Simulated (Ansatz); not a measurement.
The starting structures come from a database of crystals and need not be the phases stable at ambient conditions.

 Where the default PAW files enter, the runs use the earlier of Ansatz's two default sets.

Inside the gap of an insulator the Bloch states are evanescent, with a wavenumber k + iκ along the transport direction.

Here is the system:

```
CELL_PARAMETERS angstrom
      4.20360     0.00000     0.00000
     -2.10180     3.64043     0.00000
      2.10180     1.21348     3.43223
ATOMIC_POSITIONS crystal
  Mg 0.00000 0.00000 0.00000
  Te 0.00000 0.50000 0.50000
```

Space group of this cell: Fm-3m, rock salt. The cell is taken as given; by PBEsol its mean pressure is -1.0 GPa.

Transport runs along the normal of the first two printed cell vectors, the (111) plane of the conventional cell.

No gap correction and no spin-orbit coupling; mid-gap values are interpolated between computed energies.

Predict the band gap and the smallest decay constant κ at mid-gap from PBEsol (Ansatz, a program for electronic structure).

Gap 0.44 eV on a 10×10×10 mesh; κ = 0.073 1/Å, at the zone centre.
